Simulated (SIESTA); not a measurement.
Input and output of a self-consistent single point for the (001) slab of Bi (cut from a parent of space group no. 166; 6 atoms in the cell) (SIESTA).

Computed with GGA PBEsol, numerical atomic orbitals DZP, PseudoDojo PBEsol standard norm-conserving potentials (rewritten from UPF to PSML) in SIESTA.

```
CELL_PARAMETERS angstrom
      4.52725     0.00000     0.00000
     -2.26363     3.92071     0.00000
      0.00000     0.00000    23.45631
ATOMIC_POSITIONS crystal
  Bi 0.00000 0.00000 0.36618
  Bi 0.66667 0.33333 0.29843
  Bi 0.66667 0.33333 0.53387
  Bi 0.33333 0.66667 0.46613
  Bi 0.33333 0.66667 0.70157
  Bi 0.00000 0.00000 0.63382
```

Reference input (self-consistent single point, DFT, GGA PBEsol, numerical atomic orbitals DZP, PseudoDojo PBEsol standard norm-conserving potentials (rewritten from UPF to PSML)): XC.functional = GGA; XC.authors = PBEsol; potentials = PseudoDojo PBEsol standard; PAO.BasisSize = DZP; PAO.EnergyShift = 0.01 Ry; MeshCutoff = 400 Ry; kgrid.MonkhorstPack = 4 4 1; OccupationFunction = MP; OccupationMPOrder = 0; ElectronicTemperature = 0.1 eV; MaxSCFIterations = 150; SCF.Mixer.Method = Pulay. This run's input differs from it in these lines:

```diff
@@ -31,4 +31,4 @@
 %block kgrid.MonkhorstPack
-    4   0   0  0.0
-    0   4   0  0.0
+   10   0   0  0.0
+    0  10   0  0.0
     0   0   1  0.0
```

The program printed (abridged):

```
        iscf     Eharris(eV)        E_KS(eV)     FreeEng(eV)     dDmax    Ef(eV) dHmax(eV)
   scf:    1   -13336.785562   -13328.084188   -13328.086493  0.607691 -3.140300  3.888602
   scf:    2   -13328.556584   -13328.345740   -13328.347978  0.054041 -3.238225  2.662476
   scf:    3   -13328.870286   -13328.618401   -13328.620654  0.036997 -3.333056  2.029906
   scf:    4   -13329.095312   -13328.891275   -13328.893541  0.091974 -3.548660  0.383742
   scf:    5   -13328.916662   -13328.906950   -13328.909172  0.016536 -3.551112  0.125821
   [... 4 lines left out ...]
   scf:   10   -13328.908422   -13328.908420   -13328.910638  0.000225 -3.505941  0.002003
   scf:   11   -13328.908421   -13328.908420   -13328.910638  0.000053 -3.505795  0.000910
   scf:   12   -13328.908420   -13328.908420   -13328.910638  0.000039 -3.505674  0.000086
   scf:   13   -13328.908420   -13328.908420   -13328.910638  0.000005 -3.505679  0.000063
SCF Convergence by DM+H criterion
max |DM_out - DM_in|         :     0.0000054403
max |H_out - H_in|      (eV) :     0.0000633415
SCF cycle converged after 13 iterations

Using DM_out to compute the final energy and forces

siesta: E_KS(eV) =           -13328.9084

siesta: E_KS - E_eggbox =    -13328.9084

siesta: Atomic forces (eV/Ang):
     1    0.000003   -0.000001    0.407016
     2   -0.000003    0.000002   -0.383211
     3   -0.000028    0.000017    0.247679
     4    0.000028   -0.000017   -0.247679
     5    0.000003   -0.000002    0.383209
     6   -0.000003    0.000001   -0.407015
   Tot    0.000000    0.000000    0.000000
   Max    0.407016
   Res    0.203813    sqrt( Sum f_i^2 / 3N )
   Max    0.407016    constrained

   [... lines left out ...]
siesta: FreeEng =    -13328.910638
   [... lines left out ...]

siesta: Cell volume =        416.350556 Ang**3

siesta: Pressure (static):
siesta:                Solid            Molecule  Units
siesta:          -0.00000515         -0.00001790  Ry/Bohr**3
siesta:          -0.00047266         -0.00164320  eV/Ang**3
siesta:          -0.75728989         -2.63268926  kBar

siesta: Electric dipole (a.u.)  =    0.000000   -0.000000    0.000001
siesta: Electric dipole (Debye) =    0.000000   -0.000000    0.000003
```

The run converged in 13 iterations. Against the reference run the free energy goes up by 14.4 meV/atom and the largest force goes from 0.202 to 0.407 eV/Å.

The starting cell has typed, rounded lattice constants, without a prior relaxation at this level. The slab is cut from that crystal, and its faces are unrelaxed. Its lattice was rescaled by up to half a per cent. Values carry the incompleteness of an atom-centred basis.

Cost on one core of a shared machine: roughly 80 s.
